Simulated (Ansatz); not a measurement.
# SiS₂ (I-42d): band-edge transport data

```xyz
6
Lattice="-2.7508 2.7508 4.3023 2.7508 -2.7508 4.3023 2.7508 2.7508 -4.3023" Properties=species:S:1:pos:R:3 pbc="T T T"
Si     0.0000     2.7508     2.1512
Si     0.0000     0.0000     0.0000
S      1.3754     1.2392    -1.0756
S      1.2392     4.1263     1.0756
S      1.3754     1.5117     3.2267
S      1.5117    -1.3754     5.3779
```

Calculation: PBEsol, rigid bands (plane waves, PAW, scalar-relativistic; Ansatz, a quantum-chemistry and plane-wave program). Cell: cell and atoms relaxed with PBEsol.

```yaml
band_gap: 2.90 eV
electron conductivity mass (300 K, dilute): 0.63 (x), 0.63 (y), 0.38 (z) mₑ
hole conductivity mass (300 K, dilute): 1.25 (x), 1.25 (y), 1.28 (z) mₑ
effective density of states N_c (300 K): 9.8e18 cm⁻³
effective density of states N_v (300 K): 1.4e20 cm⁻³
density_of_states_mass_electrons: 0.54 mₑ
density_of_states_mass_holes: 3.1 mₑ
Seebeck coefficient, n-type 1e19 cm⁻³, 300 K: -219 μV/K
Seebeck coefficient, p-type 1e19 cm⁻³, 300 K: 439 μV/K
```

Rigid bands; masses and Seebeck coefficients take one relaxation time τ for all states and one kind of carrier; polarons and phonon drag are left out. Spin-orbit coupling is left out; where it splits the top of the valence band, N_v and the p-type Seebeck coefficient come out somewhat high without it.

Formula and space group known from diffraction (Crystallography Open Database), not checked to be the room-temperature form: SiS2 (I-42d).
